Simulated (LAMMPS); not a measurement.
An MD run on Al (fcc), 2048 atoms, at 200 K and 0 GPa, heated as the crystal.

Level of theory: classical MD, pair style adp, file AlCu.adp, run in LAMMPS.

```csv
frequency (THz),vibrational (phonon) density of states (1/THz)
0.06300,0.0000
0.3140,0.0001
0.5655,0.0001
0.8170,0.0022
1.069,0.0066
1.320,0.0090
1.571,0.0087
1.823,0.0098
2.074,0.0202
2.325,0.0327
2.577,0.0299
2.828,0.0345
3.079,0.0629
3.331,0.0785
3.582,0.0787
3.834,0.1125
4.085,0.1649
4.337,0.1946
4.588,0.2141
4.839,0.2096
5.090,0.2056
5.342,0.2124
5.593,0.1983
5.845,0.1952
6.096,0.1812
6.348,0.1336
6.599,0.1137
6.851,0.1193
7.102,0.1003
7.353,0.0808
7.604,0.0861
7.856,0.1042
8.107,0.1401
8.359,0.1876
8.610,0.2007
8.861,0.1618
9.113,0.1119
9.364,0.0711
9.616,0.0373
9.867,0.0176
10.12,0.0099
10.37,0.0068
10.62,0.0051
10.87,0.0040
11.12,0.0032
11.38,0.0027
11.63,0.0022
11.88,0.0019
12.13,0.0016
12.38,0.0014
```

Main features:
- state found: crystal; no diffusion seen in 30 ps
- mean frequency of the vibrational (phonon) density of states: 6.1 THz
